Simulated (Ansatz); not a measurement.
Worked calculations on one periodic cell of amorphous Si$_{24}$O$_{51}$La$_{2}$: Si24O51La2, 77 atoms, volume 1170.0 Å³, made by a melt-quench on the CHGNet potential and relaxed with DFT. O atoms were pushed apart under 1.9 Å during the dynamics, to hinder bonds among them. It is a model cell: composition and starting density were chosen by hand, and all elements were melted together. Cycles of charging were run to anneal it. All values below come from PBE, scalar-relativistic without spin-orbit coupling (plane waves to 420 eV, PAW; Ansatz, an electronic-structure program). Sampling: a 2×2×2 Γ-centred mesh; Fermi-Dirac width 0.02 eV; no spin polarisation. Its volume was held where the quench left it, its shape was free, and it stands at a mean pressure of -0.5 GPa with stress components up to 0.5 GPa; the relaxation ran on the zone centre alone. Its density went from a set 2.51 to 2.51 g/cm³. The cell is small and was quenched far faster than a real film, so it is one sample of the glass.

Count formal charges (Si +4, O -2, La +3). What does the count lead one to expect at the Fermi level, and what does the calculation give?

24 × (+4) + 51 × (-2) + 2 × (+3) = 0. The charges balance, so the anion-derived valence states can be full and a gap can open. On this mesh the highest filled and lowest empty level lie 4.26 eV apart; localised defect or tail levels set that (at the zone centre the more localised edge state sits most on one O atom with neighbours Si 1.58 Å, La 2.26 Å), and the nearest spread-out levels lie 5.2 eV apart.

Four energies for an added electron at PBE on the zone centre alone (charged cells in a uniform background, spin-polarised): neutral at the neutral geometry -56784.125 eV; charged at the neutral geometry -56777.517 eV; charged and relaxed -56777.549 eV; neutral at the charged geometry -56784.082 eV.

Find the two relaxation energies and their sum, the reorganisation energy.

On charging: -56777.517 − (-56777.549) = 0.032 eV. On discharging: -56784.082 − (-56784.125) = 0.043 eV. The sum is 0.075 eV. The carrier's level spreads over 54 of the 77 atoms' worth, more than a fifth of the atoms or a third of the atoms of its main element (six at least), and the sum is small, so it counts as a band carrier, whose relaxation energy shrinks as the cell grows. PBE's self-interaction favours spread-out carriers, so a hybrid can localise more.
